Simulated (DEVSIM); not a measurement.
Model (solved in DEVSIM): 1D Poisson equation in equilibrium, Boltzmann statistics, complete ionisation; no quantum confinement or tunnelling. Metal contacts follow the ideal Schottky-Mott rule: no Fermi-level pinning, no interface dipoles.

Structure: Pt/SiON/p-Ge capacitor, at 400 K.

```
layer (left to right)  material  thickness (nm)  Na (cm⁻³)
---------------------  --------  --------------  ---------
1                          SiON            26.0          -
2                            Ge            7000     7.3e15
```

Metal gate on the left, work function 5.6 eV. Fixed charge at the semiconductor interface -1.5e11 cm⁻² (in units of +e); no interface traps.

The device is made up for the run: typed textbook-type constants, with dimensions and the other settings drawn at random. Values at 300 K; Nc and Nv go as T^1.5, mobilities as T to minus their exponent, the gap by Varshni's rule with the affinity fixed.

```csv
parameter,SiON,Ge
gap (eV),7,0.664
affinity (eV),1.4,4
permittivity,5.5,16
Nc (cm⁻³),-,1.04e19
Nv (cm⁻³),-,6e18
Varshni α (eV/K),-,0.000477
Varshni β (K),-,235
```

One input was changed, with this effect: flat-band voltage 1.35 → 1.49 V; minimum of the low-frequency capacitance little changed (0.0834 μF/cm²); threshold voltage (band bending 2φF) 1.57 → 1.71 V.

Question: Which change was it?
A. substrate doping 7.3e+15 → 3.6e+14 cm^-3
B. fixed charge -1.5e+11 → -3.15e+11 cm^-2
C. temperature 400 → 500 K

Answer: B, fixed charge -1.5e+11 → -3.15e+11 cm^-2
